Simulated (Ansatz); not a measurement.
The (21-30) face of 2H silicon carbide (a metastable polymorph) can be cut between different planes. Symmetric, stoichiometric slabs relaxed in the 1x1 cell (41.5 Å²): top plane C + Si, 0.34 Å over the next in the ideal cut; top plane C + Si, 0.67 Å over the next in the ideal cut.

Method: PBE (plane waves to 420 eV, PAW; Ansatz, a quantum-chemistry and plane-wave program).

Task: Order them by surface energy (lowest first) at the level PBE.

Result: the cut with an outer spacing of 0.34 Å (2.56 J/m²), the cut with an outer spacing of 0.67 Å (3.27 J/m²; 2 C–C, 2 Si–Si bonds formed)
